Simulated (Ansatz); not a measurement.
Habitual settings against a tight run: LaS (P4/nmm, 4 atoms in the cell)

Self-consistent single point.

```xyz
4
Lattice="4.1216 0.0000 0.0000 0.0000 4.1216 0.0000 0.0000 0.0000 10.7200" Properties=species:S:1:pos:R:3 pbc="T T T"
La     0.0000     2.0608     6.6635
La     2.0608     0.0000     4.0566
S      2.0608     0.0000     7.0169
S      0.0000     2.0608     3.7031
```

Method: PBEsol, PAW files made with PBE (plane waves; Ansatz, a program for electronic structure).

Base settings: basis.ecutwfc = 420 eV; kpoints.mp_grid.grid = 11 11 4; hamiltonian.xc = pbesol; hamiltonian.pseudopotentials = {kind: paw} (the program's default PAW files); scf.occupations.method = fermi_dirac; scf.occupations.width = 0.136 eV.

Tight run (finer mesh or higher cutoff; not a proven limit): basis.ecutwfc: 420 eV → 590 eV; kpoints.mp_grid.grid: 11 11 4 → 15 15 6; scf.convergence.dr2_threshold: default (1e-07 eV) → 1e-09 eV. It gave Fermi level (on the code's own zero) 5.25 eV; pressure -2.73 GPa; largest force (vector length) 0.365 eV/Å.

Quick runs, as changes from the base:
- A: the base itself
- B: basis.ecutwfc: 420 eV → 295 eV; kpoints.mp_grid.grid: 11 11 4 → 8 8 8; scf.occupations.method: fermi_dirac → gaussian; scf.occupations.width: 0.136 eV → 0.2 eV; kpoints.mp_grid.shift: default → 0.5 0.5 0.5; scf.convergence.dr2_threshold: default (1e-07 eV) → 0.001 eV
- C: basis.ecutwfc: 420 eV → 210 eV; kpoints.mp_grid.grid: 11 11 4 → 4 4 4; hamiltonian.xc: pbesol → lda [LDA (PW92)]
- D: basis.ecutwfc: 420 eV → 250 eV; kpoints.mp_grid.grid: 11 11 4 → 1 1 1; kpoints.mp_grid.shift: default → 0.5 0.5 0.5
- E: basis.ecutwfc: 420 eV → 250 eV; kpoints.mp_grid.grid: 11 11 4 → 3 3 3; hamiltonian.xc: pbesol → lda [LDA (PW92)]
- F: kpoints.mp_grid.grid: 11 11 4 → 4 4 4; kpoints.mp_grid.shift: default → 0.5 0.5 0.5

Energies are extrapolated to zero smearing width, which holds to low order in the width alone.

Dashes: energy of C, E, another energy zero.

† marks runs with another functional, U, potentials or spin treatment: their distance from the tight run is not a convergence error alone.

The count of work is k-points × plane waves × bands × iterations; it is no time. 

Pressures in the table are Ansatz's without its Pulay estimate, at a fixed set of plane waves; the tight run's value above holds the estimate.

The starting cell comes from a database of computed structures (which also holds hypothetical and non-ambient phases and stackings), without a prior relaxation at this level. Its lattice was rescaled by a random factor within 2.5 % of one.

```csv
run,energy less tight (meV/atom),pressure less tight (GPa),largest miss in a force vector (eV/Å),count of work / tight
A,0.4,-0.01,0.001,0.24
B,37.1,-1.04,0.018,0.056
C†,–,-7.92,0.089,0.024
D,998.4,4.10,2.202,0.0019
E†,–,-4.24,0.178,0.010
F,6.1,0.07,0.038,0.020
```

Among the runs at the tight run's level, the energy misses run from 0.4 to 998.4 meV/atom.

Keys are those of Ansatz 0.2.
